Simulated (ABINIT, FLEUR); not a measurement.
A FLEUR input for a self-consistent single point of MgSe (F-43m, 2 atoms in the cell) (DFT, PBEsol, all-electron FLAPW (FLEUR), scalar-relativistic valence):

Input of the input generator:

```
MgSe crystal
&input film=f /
-0.0000000000 5.4982545356 5.4982545356
5.4982545356 0.0000000000 5.4982545356
5.4982545356 5.4982545356 -0.0000000000
1.0
1.0 1.0 1.0

2
12 0.0000000000 0.0000000000 0.0000000000
34 0.2500000000 0.2500000000 0.2500000000

&comp jspins=1 /
&exco xctyp='PBEs' /
&kpt div1=7 div2=7 div3=7 /
&end /
```

```xml
<?xml version="1.0" encoding="UTF-8" standalone="no"?>
<fleurInput fleurInputVersion="0.39">
   <comment>
      MgSe crystal                                                                                        
   </comment>
   <calculationSetup>
      <cutoffs Kmax="4.5" Gmax="13.5" GmaxXC="13.5" numbands="0"/>
      <scfLoop itmax="80" minDistance="0.00001" maxIterBroyd="25" imix="Anderson" alpha="0.05" precondParam="0.0" spinf="2.0"/>
      <coreElectrons ctail="T" frcor="F" kcrel="0" coretail_lmax="0"/>
      <xcFunctional name="PBEs" relativisticCorrections="F"/>
      <magnetism jspins="1"/>
      <soc l_soc="F" theta="0.0" phi="0.0" spav="F"/>
      <expertModes spex="0" secvar="F"/>
      <geometryOptimization l_f="T" forcealpha="1.0" forcemix="BFGS" epsdisp="0.00001" epsforce="0.00001"/>
      <ldaU l_linMix="F" mixParam="0.05" spinf="1.0"/>
   </calculationSetup>
   <cell>
      <bzIntegration valenceElectrons="26.0" mode="hist" fermiSmearingEnergy="0.00073499">
         <kPointListSelection listName="default-1"/>
         <!-- k-points included here -->
         <xi:include xmlns:xi="http://www.w3.org/2001/XInclude" href="kpts.xml"> </xi:include>
      </bzIntegration>
      <!-- symmetry operations included here -->
      <xi:include xmlns:xi="http://www.w3.org/2001/XInclude" href="sym.xml"> </xi:include>
      <bulkLattice scale="1.0">
         <bravaisMatrix>
            <row-1>    0.0000000000000000     5.4982545356000001     5.4982545356000001</row-1>
            <row-2>    5.4982545356000001     0.0000000000000000     5.4982545356000001</row-2>
            <row-3>    5.4982545356000001     5.4982545356000001     0.0000000000000000</row-3>
         </bravaisMatrix>
      </bulkLattice>
   </cell>
   <atomSpecies>
      <species name="Magnesium (Mg)" element="Mg" atomicNumber="12">
         <mtSphere radius="1.79" gridPoints="619" logIncrement="0.018"/>
         <atomicCutoffs lmax="8" lnonsphr="6"/>
         <electronConfig flipSpins="F">
            <coreConfig>(1s1/2)</coreConfig>
            <valenceConfig>(2s1/2) (2p1/2) (2p3/2) (3s1/2)</valenceConfig>
         </electronConfig>
         <energyParameters s="3" p="3" d="3" f="4"/>
         <lo type="SCLO" l="0" n="2" eDeriv="0"/>
         <lo type="SCLO" l="1" n="2" eDeriv="0"/>
      </species>
      <species name="Selenium (Se)" element="Se" atomicNumber="34">
         <mtSphere radius="2.68" gridPoints="925" logIncrement="0.014"/>
         <atomicCutoffs lmax="10" lnonsphr="8"/>
         <electronConfig flipSpins="F">
            <coreConfig>(1s1/2) (2s1/2) (2p1/2) (2p3/2) (3s1/2) (3p1/2) (3p3/2)</coreConfig>
            <valenceConfig>(4s1/2) (3d3/2) (3d5/2) (4p1/2) (4p3/2)</valenceConfig>
            <stateOccupation state="(4p1/2)" spinUp="0.6666666666667" spinDown="0.6666666666667"/>
            <stateOccupation state="(4p3/2)" spinUp="1.3333333333333" spinDown="1.3333333333333"/>
         </electronConfig>
         <energyParameters s="4" p="4" d="3" f="4"/>
         <lo type="HELO" l="2" n="4" eDeriv="0"/>
      </species>
   </atomSpecies>
   <atomGroups>
      <atomGroup species="Magnesium (Mg)">
         <relPos label="                   1">.0000000000 .0000000000 .0000000000</relPos>
         <force calculate="T" relaxXYZ="TTT"/>
      </atomGroup>
      <atomGroup species="Selenium (Se)">
         <relPos label="                   2">1.000/4.000 1.000/4.000 1.000/4.000</relPos>
         <force calculate="T" relaxXYZ="TTT"/>
      </atomGroup>
   </atomGroups>
   <output dos="F" band="F" slice="F">
      <checks vchk="F" cdinf="F"/>
      <bandDOS minEnergy="-.5*Htr" maxEnergy="0.5*Htr" sigma="0.015" storeEVData="T"/>
      <vacuumDOS vacdos="F" integ="F" star="F" nstars="0" locx1="0.0" locy1="0.0" locx2="0.0" locy2="0.0" nstm="0" tworkf="0.0"/>
      <unfoldingBand unfoldBand="F" supercellX="1" supercellY="1" supercellZ="1"/>
      <plotting iplot="0" polar="F">
         <plot TwoD="T" vec1="  1.0  0.0  0.0" vec2="  0.0  1.0  0.0" vec3="  0.0  0.0  1.0" zero="  0.0  0.0  0.0" file="plot"/>
      </plotting>
      <chargeDensitySlicing numkpt="0" minEigenval="0.0" maxEigenval="0.0" nnne="0" pallst="F"/>
      <specialOutput eonly="F"/>
      <magneticCircularDichroism mcd="F" energyLo="-10.0" energyUp="0.0"/>
   </output>
  <!-- We include the file relax.xml here to enable relaxations (see documentation) -->
  <xi:include xmlns:xi="http://www.w3.org/2001/XInclude" href="relax.xml"> <xi:fallback/> </xi:include>
</fleurInput>
```

Question: Translate this input to ABINIT.

Answer: This is the input that was run; spellings and numerical settings could be chosen otherwise.

```
# MgSe, JTH v2.0 PBE PAW
pp_dirpath "./"
pseudos "Mg.GGA_PBE-JTH.xml, Se.GGA_PBE-JTH.xml"
acell 7.7757061337 7.7757061337 7.7757061337
rprim
        -0.0000000000    0.7071067812    0.7071067812
         0.7071067812    0.0000000000    0.7071067812
         0.7071067812    0.7071067812   -0.0000000000
natom 2
ntypat 2
znucl 12 34
typat 1 2
xred
         0.0000000000    0.0000000000    0.0000000000
         0.2500000000    0.2500000000    0.2500000000
ecut 544 eV
pawecutdg 1088 eV
pawxcdev 0
ixc -116133
occopt 3
tsmear 0.00073499
nband 13
kptopt 1
ngkpt 7 7 7
nshiftk 1
shiftk 0 0 0
nstep 80
tolvrs 1.0e-11
prtwf 0
prtden 0
```

Basis, cutoffs, solver keys and any potentials are the target program's own. This input uses DFT, PBEsol, plane waves, PAW (JTH v2.0 PBE PAW, files made for PBE). Both were run: gap on the mesh 2.856 eV in FLEUR and 2.788 in ABINIT.

On FLEUR: the starting cell comes from a database of computed structures (which also holds hypothetical and non-ambient phases and stackings), without a prior relaxation at this level. For this run, on top of that: lattice scaled by 0.98. Values depend on the basis (sphere radii, cutoffs, local orbitals), which need not be converged.

On ABINIT: the starting cell comes from a database of computed structures (which also holds hypothetical and non-ambient phases and stackings), without a prior relaxation at this level. For this run, on top of that: lattice scaled by 0.98. The potentials were made for another functional than the one used. With a pressure of about 3 GPa the cell is away from its equilibrium volume at this level.
